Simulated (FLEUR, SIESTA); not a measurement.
A SIESTA input for a self-consistent single point of KAlH₃ (Pm-3m, 5 atoms in the cell) (DFT, LDA PW92, numerical atomic orbitals DZP, PseudoDojo LDA standard norm-conserving potentials (rewritten from UPF to PSML)):

```
# files in the folder: K.psml Al.psml H.psml (PseudoDojo LDA standard)
SystemName  KAlH3
SystemLabel kalh3

NumberOfAtoms                5
NumberOfSpecies              3
%block ChemicalSpeciesLabel
  1 19 K
  2 13 Al
  3 1 H
%endblock ChemicalSpeciesLabel
LatticeConstant              3.981680 Ang
%block LatticeVectors
     1.000000000    0.000000000    0.000000000
     0.000000000    1.000000000    0.000000000
     0.000000000    0.000000000    1.000000000
%endblock LatticeVectors
AtomicCoordinatesFormat      ScaledCartesian
%block AtomicCoordinatesAndAtomicSpecies
     0.500000000    0.500000000    0.500000000  1
     0.000000000    0.000000000    0.000000000  2
     0.000000000    0.500000000    0.000000000  3
     0.500000000    0.000000000    0.000000000  3
     0.000000000    0.000000000    0.500000000  3
%endblock AtomicCoordinatesAndAtomicSpecies

XC.functional                LDA
XC.authors                   PW92
PAO.BasisSize                DZP
PAO.EnergyShift              0.01 Ry
MeshCutoff                   400 Ry
%block kgrid.MonkhorstPack
    8   0   0  0.0
    0   8   0  0.0
    0   0   8  0.0
%endblock kgrid.MonkhorstPack
OccupationFunction           FD
ElectronicTemperature        100.0 meV

MaxSCFIterations             150
SCF.Mixer.Method             Pulay
SCF.Mixer.Weight             0.2
SCF.Mixer.History            8
SCF.DM.Tolerance             1.0E-05
Diag.ParallelOverK           true
WriteForces                  true
Charge.Mulliken              end
```

Q: Write the same calculation as an input for FLEUR.

A: This is the input that was run; spellings and numerical settings could be chosen otherwise.

Input of the input generator:

```
scf KAlH3
&input film=f /
3.9816800000 0.0000000000 0.0000000000
0.0000000000 3.9816800000 0.0000000000
0.0000000000 0.0000000000 3.9816800000
1.8897261246
1.0 1.0 1.0

5
19 0.5000000000 0.5000000000 0.5000000000
13 0.0000000000 0.0000000000 0.0000000000
1 0.0000000000 0.5000000000 0.0000000000
1 0.5000000000 0.0000000000 0.0000000000
1 0.0000000000 0.0000000000 0.5000000000

&comp jspins=1 /
&exco xctyp='pz' /
&kpt div1=8 div2=8 div3=8 gamma=t /
&end /
```

```xml
<?xml version="1.0" encoding="UTF-8" standalone="no"?>
<fleurInput fleurInputVersion="0.39">
   <comment>
      scf KAlH3                                                                                           
   </comment>
   <calculationSetup>
      <cutoffs Kmax="4.4" Gmax="15.4" GmaxXC="15.4" numbands="0"/>
      <scfLoop itmax="100" minDistance="0.00001" maxIterBroyd="40" imix="Anderson" alpha="0.05" precondParam="0.0" spinf="2.0"/>
      <coreElectrons ctail="T" frcor="F" kcrel="0" coretail_lmax="0"/>
      <xcFunctional name="pz" relativisticCorrections="F"/>
      <magnetism jspins="1"/>
      <soc l_soc="F" theta="0.0" phi="0.0" spav="F"/>
      <expertModes spex="0" secvar="F"/>
      <geometryOptimization l_f="T" forcealpha="1.0" forcemix="BFGS" epsdisp="0.00001" epsforce="0.00001"/>
      <ldaU l_linMix="F" mixParam="0.05" spinf="1.0"/>
   </calculationSetup>
   <cell>
      <bzIntegration valenceElectrons="15.0" mode="hist" fermiSmearingEnergy="0.00367493">
         <kPointListSelection listName="default-1"/>
         <!-- k-points included here -->
         <xi:include xmlns:xi="http://www.w3.org/2001/XInclude" href="kpts.xml"> </xi:include>
      </bzIntegration>
      <!-- symmetry operations included here -->
      <xi:include xmlns:xi="http://www.w3.org/2001/XInclude" href="sym.xml"> </xi:include>
      <bulkLattice scale="1.0">
         <bravaisMatrix>
            <row-1>    7.5242847157973269     0.0000000000000000     0.0000000000000000</row-1>
            <row-2>    0.0000000000000000     7.5242847157973269     0.0000000000000000</row-2>
            <row-3>    0.0000000000000000     0.0000000000000000     7.5242847157973269</row-3>
         </bravaisMatrix>
      </bulkLattice>
   </cell>
   <atomSpecies>
      <species name="Potassium (K)" element="K" atomicNumber="19">
         <mtSphere radius="2.63" gridPoints="925" logIncrement="0.013"/>
         <atomicCutoffs lmax="10" lnonsphr="8"/>
         <electronConfig flipSpins="F">
            <coreConfig>(1s1/2) (2s1/2) (2p1/2) (2p3/2)</coreConfig>
            <valenceConfig>(3s1/2) (3p1/2) (3p3/2) (4s1/2)</valenceConfig>
            <stateOccupation state="(4s1/2)" spinUp="0.5" spinDown="0.5"/>
         </electronConfig>
         <energyParameters s="4" p="4" d="3" f="4"/>
         <lo type="SCLO" l="0" n="3" eDeriv="0"/>
         <lo type="SCLO" l="1" n="3" eDeriv="0"/>
      </species>
      <species name="Aluminum (Al)" element="Al" atomicNumber="13">
         <mtSphere radius="2.06" gridPoints="727" logIncrement="0.016"/>
         <atomicCutoffs lmax="8" lnonsphr="6"/>
         <electronConfig flipSpins="F">
            <coreConfig>(1s1/2) (2s1/2) (2p1/2) (2p3/2)</coreConfig>
            <valenceConfig>(3s1/2) (3p1/2) (3p3/2)</valenceConfig>
            <stateOccupation state="(3p1/2)" spinUp="0.1666666666667" spinDown="0.1666666666667"/>
            <stateOccupation state="(3p3/2)" spinUp="0.3333333333333" spinDown="0.3333333333333"/>
         </electronConfig>
         <energyParameters s="3" p="3" d="3" f="4"/>
      </species>
      <species name="Hydrogen (H)" element="H" atomicNumber="1">
         <mtSphere radius="1.38" gridPoints="487" logIncrement="0.017"/>
         <atomicCutoffs lmax="6" lnonsphr="4"/>
         <electronConfig flipSpins="F">
            <coreConfig></coreConfig>
            <valenceConfig>(1s1/2)</valenceConfig>
            <stateOccupation state="(1s1/2)" spinUp="0.5" spinDown="0.5"/>
         </electronConfig>
         <energyParameters s="1" p="2" d="3" f="4"/>
      </species>
   </atomSpecies>
   <atomGroups>
      <atomGroup species="Potassium (K)">
         <relPos label="                   1">1.000/2.000 1.000/2.000 1.000/2.000</relPos>
         <force calculate="T" relaxXYZ="TTT"/>
      </atomGroup>
      <atomGroup species="Aluminum (Al)">
         <relPos label="                   2">.0000000000 .0000000000 .0000000000</relPos>
         <force calculate="T" relaxXYZ="TTT"/>
      </atomGroup>
      <atomGroup species="Hydrogen (H)">
         <relPos label="                   3">.0000000000 1.000/2.000 .0000000000</relPos>
         <relPos label="                   4">1.000/2.000 .0000000000 .0000000000</relPos>
         <relPos label="                   5">.0000000000 .0000000000 1.000/2.000</relPos>
         <force calculate="T" relaxXYZ="TTT"/>
      </atomGroup>
   </atomGroups>
   <output dos="F" band="F" slice="F">
      <checks vchk="F" cdinf="F"/>
      <bandDOS minEnergy="-.5*Htr" maxEnergy="0.5*Htr" sigma="0.015" storeEVData="T"/>
      <vacuumDOS vacdos="F" integ="F" star="F" nstars="0" locx1="0.0" locy1="0.0" locx2="0.0" locy2="0.0" nstm="0" tworkf="0.0"/>
      <unfoldingBand unfoldBand="F" supercellX="1" supercellY="1" supercellZ="1"/>
      <plotting iplot="0" polar="F">
         <plot TwoD="T" vec1="  1.0  0.0  0.0" vec2="  0.0  1.0  0.0" vec3="  0.0  0.0  1.0" zero="  0.0  0.0  0.0" file="plot"/>
      </plotting>
      <chargeDensitySlicing numkpt="0" minEigenval="0.0" maxEigenval="0.0" nnne="0" pallst="F"/>
      <specialOutput eonly="F"/>
      <magneticCircularDichroism mcd="F" energyLo="-10.0" energyUp="0.0"/>
   </output>
  <!-- We include the file relax.xml here to enable relaxations (see documentation) -->
  <xi:include xmlns:xi="http://www.w3.org/2001/XInclude" href="relax.xml"> <xi:fallback/> </xi:include>
</fleurInput>
```

Basis settings and potentials, where a program has them, do not carry over. This input uses DFT, LDA (Perdew-Zunger), all-electron FLAPW (FLEUR), scalar-relativistic valence. LDA parametrisations can differ slightly between programs.

The starting cell comes from a database of computed structures (which also holds hypothetical and non-ambient phases and stackings), without a prior relaxation at this level.
